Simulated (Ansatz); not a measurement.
Input and output of a self-consistent single point for LuAu2 (I4mm, 3 atoms in the cell) (Ansatz, a first-principles code).

Method: LDA (PW92), default PAW files made with PBE (plane waves; Ansatz).

The change in words: lattice scaled by 0.98; basis.ecutrho_ratio: default → 6. Reference geometry:
```
LuAu2
1.0
   -1.83158     1.83158     4.47095
    1.83158    -1.83158     4.47095
    1.83158     1.83158    -4.47095
Lu Au
1 2
Cartesian
  0.00000   0.00000   0.05000
  0.00000   0.00000   5.93688
  0.00000   0.00000   3.00501
```

Reference input (self-consistent single point, DFT, LDA (PW92), plane waves, default PAW files made with PBE): basis.ecutwfc = 420 eV; kpoints.mp_grid.grid = 9 9 9; hamiltonian.xc = lda; hamiltonian.pseudopotentials = {kind: paw} (the program's default PAW files); scf.occupations.method = gaussian; scf.occupations.width = 0.1 eV. This run's input differs from it in these lines:

Ansatz 0.2 input:
```diff
@@ -3,5 +3,5 @@
   lattice:
-    - [-1.831582, 1.831582, 4.470949]
-    - [1.831582, -1.831582, 4.470949]
-    - [1.831582, 1.831582, -4.470949]
+    - [-1.794950, 1.794950, 4.381530]
+    - [1.794950, -1.794950, 4.381530]
+    - [1.794950, 1.794950, -4.381530]
   atoms:
@@ -12,2 +12,3 @@
   ecutwfc: 420.0
+  ecutrho_ratio: 6
 kpoints:
```

Output, abridged:

```
SCF iter   1: F=—  HF=-40225.602555 eV  |F-HF|=—  |Δ(HF+E_count)|=         —  Δρ=5.86e-3  dr2=1.52e-2  ethr=1.77e-3  ⟨swp⟩=5.7  Hψ=13204  notcnv=0
all-band conjugate gradients solve this SCF's bands
preconditioner: auto → Kerker (q_TF=auto, 2.779 Å⁻¹)
SCF iter   2: F=—  HF=-40225.598247 eV  |F-HF|=—  |Δ(HF+E_count)|=   4.31e-3  Δρ=2.98e-3  dr2=3.27e-3  ethr=2.42e-5  ⟨swp⟩=2.1  Hψ=5960  notcnv=0  defer=15
   [... lines left out ...]
SCF iter   5: F=—  HF=-40225.597486 eV  |F-HF|=—  |Δ(HF+E_count)|=   4.19e-5  Δρ=1.75e-4  dr2=2.23e-5  ethr=2.44e-7  ⟨swp⟩=2.4  Hψ=5151  notcnv=0  defer=15
SCF iter   6: F=—  HF=-40225.597473 eV  |F-HF|=—  |Δ(HF+E_count)|=   1.29e-5  Δρ=9.48e-5  dr2=4.68e-6  ethr=3.53e-8  ⟨swp⟩=2.2  Hψ=5194  notcnv=0  defer=15
SCF iter   7: F=—  HF=-40225.597472 eV  |F-HF|=—  |Δ(HF+E_count)|=   1.67e-6  Δρ=1.50e-5  dr2=1.02e-7  ethr=1.59e-10  ⟨swp⟩=12.1  Hψ=23204  notcnv=0
SCF iter   8: F=-40225.597472 eV  HF=-40225.597472 eV  |F-HF|=1.56e-8  |Δ(HF+E_count)|=   3.34e-9  Δρ=4.52e-6  dr2=1.00e-8  ethr=1.59e-10  ⟨swp⟩=5.9  Hψ=13942  notcnv=0
SCF 1 converged in 8 iterations: F = -40225.597472 eV  dr2 = 1.00e-8
Free energy (F): -40225.597472 eV
Internal energy: -40225.592039 eV  (E = F + TS)
E sigma→0 (E₀):  -40225.594755 eV
Entropy (-TS):   -0.005433 eV (-1.811 meV/atom)
Fermi energy:    19.607435 eV
--- Forces (eV/Å), atoms counted from 1 ---
  atom   1  Lu    -0.00000000     0.00000000    -0.40443722
  atom   2  Au     0.00000000    -0.00000000     0.32793582
  atom   3  Au    -0.00000000     0.00000000     0.07652695
--- Stress (GPa, compression-positive) ---
       -0.875875      -0.000000      -0.000000
       -0.000000      -0.875875      -0.000000
       -0.000000      -0.000000      -0.688905
  P = ⅓ Tr σ = -0.8136 GPa (-8.136 kbar)
  The stress holds the Pulay correction. Without it, at fixed plane waves, as pw.x and ABINIT print it: P = -0.8593 GPa
```

The run converged in 8 iterations. Against the reference run the free energy goes down by 33.8 meV/atom, the pressure goes from -7.95 to -0.81 GPa and the largest force goes from 0.303 to 0.404 eV/Å.

The starting cell comes from a database of computed structures (which also holds hypothetical and non-ambient phases and stackings), without a prior relaxation at this level. Its lattice was rescaled by up to half a per cent. One atom was moved a little off its site on purpose. For this run, on top of that: lattice scaled by 0.98. Ansatz's pressure includes its estimate of the finite-basis (Pulay) stress.
